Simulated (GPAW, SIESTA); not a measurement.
A SIESTA input for a relaxation of cell and atoms of CdF2 (Fm-3m, 3 atoms in the cell) (DFT, GGA PBEsol, numerical atomic orbitals DZP, PseudoDojo PBEsol standard norm-conserving potentials (rewritten from UPF to PSML)):

```
# files in the folder: Cd.psml F.psml (PseudoDojo PBEsol standard)
SystemName  CdF2
SystemLabel cdf2

NumberOfAtoms                3
NumberOfSpecies              2
%block ChemicalSpeciesLabel
  1 48 Cd
  2 9 F
%endblock ChemicalSpeciesLabel
LatticeConstant              3.847755 Ang
%block LatticeVectors
     0.000000000    0.707106871    0.707106871
     0.707106871    0.000000000    0.707106871
     0.707106871    0.707106871    0.000000000
%endblock LatticeVectors
AtomicCoordinatesFormat      Ang
%block AtomicCoordinatesAndAtomicSpecies
     0.000000000    0.000000000    0.000000000  1
     1.360387000    1.360387000    1.360387000  2
     4.081161000    4.081161000    4.081161000  2
%endblock AtomicCoordinatesAndAtomicSpecies

XC.functional                GGA
XC.authors                   PBEsol
PAO.BasisSize                DZP
PAO.EnergyShift              0.01 Ry
MeshCutoff                   350 Ry
%block kgrid.MonkhorstPack
    7   0   0  0.0
    0   7   0  0.0
    0   0   7  0.0
%endblock kgrid.MonkhorstPack
OccupationFunction           FD
ElectronicTemperature        0.02 eV

MaxSCFIterations             150
SCF.Mixer.Method             Pulay
SCF.Mixer.Weight             0.25
SCF.Mixer.History            8
SCF.DM.Tolerance             1.0E-04
Diag.ParallelOverK           true
MD.TypeOfRun                 CG
MD.Steps                     40
MD.MaxForceTol               0.02 eV/Ang
MD.VariableCell              true
MD.MaxStressTol              0.05 GPa
WriteForces                  true
```

### Question
Write the same calculation as an input for GPAW.

### Answer
This is the input that was run; spellings and numerical settings could be chosen otherwise.

```python
from ase import Atoms
from ase.filters import FrechetCellFilter
from ase.optimize import BFGS
from ase.units import GPa
from gpaw import GPAW, PW, FermiDirac

atoms = Atoms(['Cd', 'F', 'F'],
              cell=[[0.000000, 2.720774, 2.720774],
                    [2.720774, 0.000000, 2.720774],
                    [2.720774, 2.720774, 0.000000]],
              scaled_positions=[[0.000000, 0.000000, 0.000000],
                                [0.250000, 0.250000, 0.250000],
                                [0.750000, 0.750000, 0.750000]],
              pbc=True)

calc = GPAW(mode=PW(950),
            xc='PBEsol',
            kpts=(7, 7, 7),
            occupations=FermiDirac(0.02),
            nbands=-8,
            convergence={'density': 1e-05, 'bands': -6},
            symmetry={'symmorphic': False, 'tolerance': 0.0005},
            maxiter=150)

atoms.calc = calc

target = FrechetCellFilter(atoms)

opt = BFGS(target, logfile='-')
converged = opt.run(fmax=0.05, steps=40)
print('Relaxation converged:', converged)
print('Cell:', atoms.cell.cellpar().round(4))
print(atoms.get_scaled_positions().round(5))

energy = atoms.get_potential_energy()
print('Energy (eV):', round(energy, 6))
forces = atoms.get_forces()
print('Forces (eV/Ang):')
print(forces.round(5))
stress = atoms.get_stress()
print('Stress (GPa, Voigt):', (stress / GPa).round(4))
```

Basis, cutoffs, solver keys and any potentials are the target program's own. This input uses DFT PBEsol, plane waves, GPAW PAW datasets PBEsol (made by gpaw-setup).

The starting cell comes from a database of computed structures (which also holds hypothetical and non-ambient phases and stackings), without a prior relaxation at this level. Its lattice was rescaled by a random factor within 2.5 % of one.
